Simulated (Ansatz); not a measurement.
Base system: GaS in the beta-GaS type structure (space group P6_3/mmc, No. 194; a = 3.5342 Å, c = 15.0389 Å; layered, stacked along the Cartesian z axis).

Levels (all Ansatz, a quantum-chemistry and plane-wave program, PAW): PBEsol-D3(BJ) (420 eV, scalar-relativistic without spin-orbit coupling); PBEsol+SOC (420 eV, spin-orbit coupling included).

The geometry is relaxed with PBEsol-D3(BJ).

| Item | Value |
|---|---|
| PBEsol-D3(BJ) valence-band top at Γ | 0.00, -1.45, -1.45 eV |
| PBEsol-D3(BJ) band gap | 1.29 eV |
| PBEsol-D3(BJ) width of the top valence band | 2.17 eV |

Task: Predict the valence-band top at Γ, band gap and width of the top valence band from PBEsol+SOC.

Result: The valence-band top at Γ (three highest Kramers pairs, from the VBM) becomes 0.00, -1.42, -1.49 eV (PBEsol-D3(BJ): 0.00, -1.45, -1.45 eV); the band gap is still 1.29 eV; the width of the top valence band stays 2.17 eV.

Single points use the geometry relaxed with PBEsol-D3(BJ). The spin-orbit shifts are approximate. No phonon test of stability was made.
